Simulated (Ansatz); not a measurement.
We consider Si₃N₄ (model structure, started from the spinel Si type, Fd-3m, No. 227, 14 atoms in the cell), described by HSE06 (PAW; Ansatz, a first-principles code).

Run with plane-wave cutoff 460 eV, 4×4×4 k mesh, Fermi–Dirac smearing 0.01 eV, scalar-relativistic PAW data made under PBE.

Cell (relaxed with PBEsol):

```cif
data_N8Si6
_chemical_formula_sum 'Si6 N8'
_space_group_name_H-M_alt 'P 1'
_space_group_IT_number 1
_cell_length_a 5.47562
_cell_length_b 5.47562
_cell_length_c 5.47562
_cell_angle_alpha 60.000
_cell_angle_beta 60.000
_cell_angle_gamma 60.000
loop_
_space_group_symop_operation_xyz
  'x, y, z'
loop_
_atom_site_label
_atom_site_type_symbol
_atom_site_fract_x
_atom_site_fract_y
_atom_site_fract_z
_atom_site_occupancy
Si1 Si 0.62500 0.62500 0.62500 1
Si2 Si 0.12500 0.62500 0.62500 1
Si3 Si 0.62500 0.12500 0.62500 1
Si4 Si 0.62500 0.62500 0.12500 1
Si5 Si 0.25000 0.25000 0.25000 1
Si6 Si 0.00000 0.00000 0.00000 1
N1 N 0.86755 0.86755 0.86755 1
N2 N 0.39735 0.86755 0.86755 1
N3 N 0.86755 0.39735 0.86755 1
N4 N 0.86755 0.86755 0.39735 1
N5 N 0.38245 0.38245 0.38245 1
N6 N 0.85265 0.38245 0.38245 1
N7 N 0.38245 0.85265 0.38245 1
N8 N 0.38245 0.38245 0.85265 1
```

Give the computed band gap and smallest direct gap on the k points sampled.


- band gap: 4.73 eV (indirect)
- smallest direct gap on the k points sampled: 4.77 eV

Note: the relaxation could raise the start's symmetry but not lower it, so the cell can be a saddle point; cell and atoms aren't relaxed at this level (largest force component 0.03 eV/Å, pressure -4.1 GPa).

Computed values are for the static lattice.

It cost roughly 70 core-seconds of CPU time.

A model structure was made by putting elements into a prototype or built by hand; it is no filed structure, need not be a known phase, and can be a saddle point held by its symmetry.
